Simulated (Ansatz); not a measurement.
Start from ScAlCO (space group P6_3mc, No. 186; a cell from a computed database, its experimental status unchecked).

```
CELL_PARAMETERS angstrom
      3.23357     0.00000     0.00000
     -1.61678     2.80035     0.00000
      0.00000     0.00000    10.14456
ATOMIC_POSITIONS crystal
  Sc 0.66667 0.33333 0.80395
  Sc 0.33333 0.66667 0.30395
  Al 0.00000 0.00000 0.52036
  Al 0.00000 0.00000 0.02036
  C  0.33333 0.66667 0.94087
  C  0.66667 0.33333 0.44087
  O  0.00000 0.00000 0.69813
  O  0.00000 0.00000 0.19813
```

Levels (all Ansatz, an electronic-structure program, PAW): PBEsol (420 eV, scalar-relativistic without spin-orbit coupling); HSE06 (420 eV, no spin-orbit coupling).

The geometry is relaxed with PBEsol.

* **PBEsol lowest conduction level above the VBM at special points**: M 1.19 eV; L 1.32 eV; Γ 2.71 eV

With HSE06 at the same geometry, the lowest conduction level above the VBM at special points changes from M 1.19 eV; L 1.32 eV; Γ 2.71 eV to M 2.22 eV; L 2.35 eV; Γ 3.95 eV.

Single points use the geometry relaxed with PBEsol. The hybrid gap comes from the SCF mesh plus the semilocal run's edge points and a few special points and is an upper bound. The levels and masses belong to the bands next to the band gap. Whether these cells are dynamically stable was not tested. The final runs are not spin-polarised.
